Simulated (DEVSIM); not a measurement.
Structure: abrupt In0.53Ga0.47As n-p junction, at 300 K.

Layer 1 from the left is In0.53Ga0.47As, thickness (μm) 6.30, Nd (cm⁻³) 1.5e14, τn (s) 3.6e-10, τp (s) 3.6e-10. Layer 2 from the left is In0.53Ga0.47As, thickness (μm) 190, Na (cm⁻³) 2.8e14, τn (s) 3.6e-10, τp (s) 3.6e-10.

Left contact: ohmic. Right contact: ohmic. Voltage is applied to the left contact. Recombination: SRH at mid-gap, Auger. Mobility is μmin + (μ − μmin)/(1 + (N/Nref)^α).

The device is made up for the run: typed textbook-type constants, with dimensions and the other settings drawn at random. Values at 300 K.

In0.53Ga0.47As: gap (eV) 0.74, affinity (eV) 4.51, permittivity 13.9, Nc (cm⁻³) 2.1e17, Nv (cm⁻³) 7.7e18, μn (cm²/Vs) 12000, μp (cm²/Vs) 300, μn,min 300, μp,min 10, Nref,n 1.3e17, Nref,p 4.9e17, αn 0.48, αp 0.4, Cn (cm⁶/s) 5e-29, Cp (cm⁶/s) 5e-29.

Q: Estimate by hand the built-in potential, the peak field at zero bias, the capacitance at 1 V, and compare with a numerical solution.

A: 
- Built-in potential: ni = √(Nc Nv) exp(−Eg/2kT) = 7.74e11 cm⁻³ with Eg = 0.740 eV; Vbi = kT/q ln(Na Nd/ni²) = 0.288 V; numerical 0.288 V.
- Peak field at zero bias: depletion approximation: W = √(2εVbi/(qN)) = 2.13 μm with N = 9.77e13 cm⁻³; field = 2Vbi/W = 2710 V/cm; numerical 2460 V/cm (estimate above by 10 %).
- Capacitance at 1 V: C = √(qεN / 2(Vbi + |V|)) = 2.73 nF/cm²; numerical 2.75 nF/cm².

Simulated with DEVSIM: 1D drift-diffusion, Boltzmann statistics, complete ionisation; no tunnelling, impact ionisation, image-force lowering or self-heating.
